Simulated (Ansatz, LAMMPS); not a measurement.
## Ge lens of 45 atoms, radius 0.80 nm, coherent in Si, 5x5x5 cubic cells at the host's lattice parameter

Cell 27.35 × 27.35 × 27.35 Å, Si955Ge45, 1000 atoms. Prepared with Tersoff's 1989 multicomponent potential (SiCGe.tersoff) (LAMMPS): minimisation. 

The numbers are results of PBE, support functions at accuracy medium on the grid of 370 eV (norm-conserving potentials; Ansatz, a program for electronic structure), not measurements.

Basis: localised support functions (accuracy medium) on a full density matrix. k-points: zone centre alone; occupations: Fermi-Dirac, 0.010 eV; spin polarisation not allowed. Spin-orbit coupling is left out.

The energy over the perfect crystal(s), per atom comes out as 3 meV/atom and the Kohn-Sham gap of the cell on its k-mesh comes out as 0.55 eV. The weight of the highest filled level on the dot is 0.17 and the weight of the lowest empty level on the dot is 0.01. The coordination (neighbours within 2.837 Å) comes out as 100.0 % 4-fold and the Ge-Ge bonds, mean ± spread is 2.436 ± 0.007 Å. The Ge-Si bonds, mean ± spread comes out as 2.401 ± 0.006 Å, the Si-Si bonds, mean ± spread is 2.365 ± 0.003 Å and the bond angles, mean ± spread comes out as 109.5° ± 0.6°. The pressure comes out as 0.40 GPa and the cost of the final run is roughly 70 core-minutes, 16 SCF iterations, 20 GiB.
